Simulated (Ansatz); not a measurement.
Functionals compared on OH on the 1x1 (0001) surface of corundum (cut with top plane Al), one in a 1x1 cell, started at the site 'over Al at depth 1.0 Å', in Ansatz (plane waves, PAW). The structure was relaxed with PBE; the other rows are single points on it, each with its references at the same level. Cutoff 420 eV (500 eV for r2SCAN). The points keep PBE's geometry, so the relaxation of a polaron and the settling of charge on one site are left out.

Host crystal: corundum, with a band gap (PBE, scalar-relativistic without spin-orbit coupling).

Model: 22-atom slab, 6.7 Å thick at the start under the adsorbate (thin: gaps and levels are the slab's own), 6x6x1 mesh, Fermi-Dirac 0.01 eV, dipole correction, 9 atoms held, the rest relaxed; no symmetry held; spin-polarised, ending with about 1.0 μB a cell, a value that depends on the mesh; orders that need a larger cell were not tried, no spin-orbit, no U, no dispersion correction. The slab shows no gap over 0.04 eV on its mesh. At the end it is bonded to Al. In PBE it is, or lies within 0.03 eV of, the lowest of the starts that converged. These notes are the PBE run's. r2SCAN: The program's check for a lower electronic state was not made. Adsorption energies are against H2O(g) − ½ H2(g). A negative adsorption energy means that the adsorbate is more stable on the surface than in its reference.

```tsv
functional	adsorption energy (eV)	work function of the top face (eV)	rough cost of the single point
PBE	0.90	7.24	–
RPBE	?	?	very roughly 8 core-minutes
r2SCAN	0.99	7.45	very roughly 13 core-minutes
```

**Question.** What belongs in the gaps?

**Answer.** 
- RPBE, adsorption energy (eV): 0.87
- RPBE, work function of the top face (eV): 7.16

Ansatz is a program for electronic structure.
